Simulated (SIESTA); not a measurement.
**Relaxation of cell and atoms of Pt (Fm-3m, 1 atom in the cell) at several settings**

```xyz
1
Lattice="0.0000 1.9515 1.9515 1.9515 0.0000 1.9515 1.9515 1.9515 0.0000" Properties=species:S:1:pos:R:3 pbc="T T T"
Pt     0.0000     0.0000     0.0000
```

Base: GGA PBE, numerical atomic orbitals DZP, PseudoDojo PBE standard norm-conserving potentials (rewritten from UPF to PSML) (SIESTA). Its settings: XC.functional = GGA; XC.authors = PBE; potentials = PseudoDojo PBE standard; PAO.BasisSize = DZP; PAO.EnergyShift = 0.01 Ry; MeshCutoff = 300 Ry; kgrid.MonkhorstPack = 12 12 12; OccupationFunction = FD; ElectronicTemperature = 1160.45 K; MaxSCFIterations = 150; SCF.Mixer.Method = Pulay; SCF.Mixer.Weight = 0.1; SCF.Mixer.History = 6; SCF.DM.Tolerance = 1.0E-05. Starting volume 14.86 Å³ per atom.

Each line gives the change from the base single point and the result:

- MD.TypeOfRun: default → Broyden; MD.Steps: default → 40; MD.MaxForceTol: default → 0.02 eV/Ang; MD.VariableCell: default → true; MD.MaxStressTol: default → 0.05 GPa; Target.Pressure: default → 2 GPa: pressure 2.02 GPa; final cell a = b = c = 2.7974 Å, α = β = γ = 60.00°; final volume per atom 15.48 Å³; relaxation steps 4; free energy against the base single point -27.4 meV/atom.
- MeshCutoff: 300 Ry → 180 Ry; MD.TypeOfRun: default → Broyden; MD.Steps: default → 40; MD.MaxForceTol: default → 0.02 eV/Ang; MD.VariableCell: default → true; MD.MaxStressTol: default → 0.05 GPa: pressure 0.03 GPa; final cell a = 2.8038 Å, b = 2.8038 Å, c = 2.8038 Å, α = 59.99°, β = 59.99°, γ = 59.99°; final volume per atom 15.58 Å³; relaxation steps 11; free energy against the base single point -32.7 meV/atom.

The starting cell comes from a database of computed structures (which also holds hypothetical and non-ambient phases and stackings), without a prior relaxation at this level. Its lattice was rescaled by a random factor within 2.5 % of one. Spin polarisation is off. Values carry the incompleteness of an atom-centred basis.
